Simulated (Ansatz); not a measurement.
TlCl (Fm-3m, No. 225, 2 atoms in the cell; start mp-569639; metastable phase), treated with HSE06 (plane waves, PAW; Ansatz, a first-principles code).

Settings: plane-wave cutoff 500 eV, 6×6×6 k mesh, gaussian smearing 0.02 eV, scalar-relativistic PAW data made under PBE.

Cell (relaxed at this level):

```
TlCl
1.0
    0.00000     3.25841     3.25841
    3.25841     0.00000     3.25841
    3.25841     3.25841     0.00000
Tl Cl
1 1
Direct
  0.00000   0.00000   0.00000
  0.50000   0.50000   0.50000
```

Q: Predict the band gap.

A: 
- band gap: 3.31 eV (on the SCF k mesh)

Note: the relaxation could not lower the start's symmetry, so the cell can be a saddle point above a distorted one.

Spin–orbit coupling is not included; with these elements it can move the gap by several tenths of an eV or more.

A start named mp-… is a Materials Project structure, which need not be a measured phase.
